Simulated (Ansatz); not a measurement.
Start from SiC in the wurtzite structure (space group P6_3mc, No. 186; a = 3.056 Å, c = 5.016 Å). Axes: x lies along a and z along c of the hexagonal cell.

Calculations: LDA (Ansatz, a program for electronic structure), no spin-orbit coupling.

Modification: uniaxial strain ε_xx = +3.00 %, all other strain components held at zero, atoms relaxed at fixed cell.

**Question.** Predict the stress tensor and what it implies for the stiffness.

**Answer.** Stress of the strained cell less that of the base (GPa, compression positive):
```
 -14.45    0.00    0.00
   0.00   -3.21    0.00
   0.00    0.00   -1.67
```

Then −Δσ_ii/ε with ε = 0.0300 gives secant stiffness values (nonlinear terms included at this strain): C11 ≈ 482 GPa, C12 ≈ 107 GPa and C13 ≈ 56 GPa.

As a check, the harmonic strain energy −½ V₀ Δσ:ε is 14 meV/atom; the computed energy rise is 14 meV/atom.

No phonon test of stability was made.
